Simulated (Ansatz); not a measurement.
On C-dia (110, C face) the hole barrier is 0.34 eV under Ti (001) and 0.65 eV under Cu (110).

Plane-wave PAW runs of Ansatz (a first-principles code) at PBE, 420 eV, without spin–orbit coupling and spin-polarised for magnetic metals alone: periodic stacks cut from bulk faces, the metal strained to the host, one local minimum each, barriers from the potential line-up.

Q: By thermionic emission alone, how do the saturation currents of the two p-type contacts compare at 300 K (kT = 25.85 meV)?

A: J0 = A* T² exp(−φ/kT) with one A* for the host, so the ratio is exp[(0.65 − 0.34) / 0.02585] = exp(12.0), about 10^5.2 in favour of Ti. An error of 0.1 eV in either barrier moves this by a factor of about 50, and tunnelling and image lowering are left out.
